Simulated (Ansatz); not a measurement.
Consider the formation energy of ScC (rock salt, Fm-3m) from the elements. Reaction: C (graphite) + Sc (hcp) → ScC (rock salt). Negative: the products are lower in energy. The value is per atom of the solid.

ScC (rock salt, Fm-3m), 2 atoms in the cell; this is a cell from a database of computed structures that this text hasn't matched to a measured one, k-point mesh 12×12×12 on the run's own vectors.
```xyz
2
Lattice="0.0000 2.3189 2.3189 2.3189 0.0000 2.3189 2.3189 2.3189 0.0000" Properties=species:S:1:pos:R:3 pbc="T T T"
Sc     0.0000     0.0000     0.0000
C      2.3189     2.3189     2.3189
```

C (graphite, P6₃/mmc), 4 atoms in the cell, k-point mesh 18×18×6 on the run's own vectors. Conventional cell: a = 2.465 Å, b = 2.465 Å, c = 6.742 Å, α = 90.00°, β = 90.00°, γ = 120.00°.

Sc (hcp, P6₃/mmc), 2 atoms in the cell, k-point mesh 24×24×12 on the run's own vectors. Conventional cell: a = b = 3.267 Å, c = 5.094 Å, α = β = 90.00°, γ = 120.00°.

Computed with Ansatz (plane waves, PAW), its default PAW set, cutoff 420 eV. The structures are at rest with PBE+D3(BJ). Neutral cells; Fermi-Dirac smearing of at most 0.10 eV in the solids, energies taken to zero width. No zero-point or thermal terms.

Q: Predict the value from PBE+D3(BJ).

A: -0.21 eV/atom, for C (graphite) + Sc (hcp) → ScC (rock salt).

Ansatz is a program for electronic structure.
